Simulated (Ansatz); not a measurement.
## HfO2: uniaxial strain ε_zz = +1.50 %

The parent structure is HfO2 in the fluorite structure (space group Fm-3m, No. 225; a = 5.0010 Å). Axes: x, y, z lie along the cube axes.

Perturbation: uniaxial strain ε_zz = +1.50 %, all other strain components held at zero, atoms relaxed at fixed cell.

Level of theory: Kohn–Sham DFT with the LDA functional, run in Ansatz (a first-principles code) with PAW and 420 eV plane waves, no spin-orbit coupling. Γ-centred 11×11×11 mesh, Fermi–Dirac width 0.05 eV.

```tsv
quantity	base	changed	shift
volume per atom	10.42 Å³	10.58 Å³	+0.16 Å³
space group	Fm-3m (No. 225)	I4/mmm (No. 139)	–
shortest interatomic distance	2.166 Å	2.176 Å	+0.0109 Å
energy relative to the base (free energy F)	0 meV/atom	+4.2 meV/atom	+4.2 meV/atom
pressure (mean of the normal stresses, compression positive)	0.00 GPa	-4.07 GPa	-4.062 GPa
band gap	3.66 eV	3.56 eV	-0.10 eV
gap character	–	direct at X	–
electron mass	1.1 mₑ along k, 0.68 mₑ across (at X)	1.1 mₑ along k, 0.69 mₑ across (at X)	–
stress (xx, yy, zz, yz, xz, xy; compression positive)	–	(-1.70, -1.70, -8.81, 0.00, 0.00, 0.00) GPa	–
```

Final structure:

```xyz
3
Lattice="0.0000 2.5005 2.5380 2.5005 0.0000 2.5380 2.5005 2.5005 0.0000" Properties=species:S:1:pos:R:3 pbc="T T T"
Hf     0.0000     0.0000     0.0000
O      1.2503     1.2503     1.2690
O      3.7508     3.7508     3.8070
```

With Hf present, leaving out spin-orbit coupling can change the band edges. Masses are band curvatures over ±0.01 Å⁻¹ around the edge. Along k means along the line from Γ to the band edge. No phonon test of stability was made. This is not the structure that HfO2 has at room temperature and ambient pressure. Labels are those of the standard path for the cell's own space group.
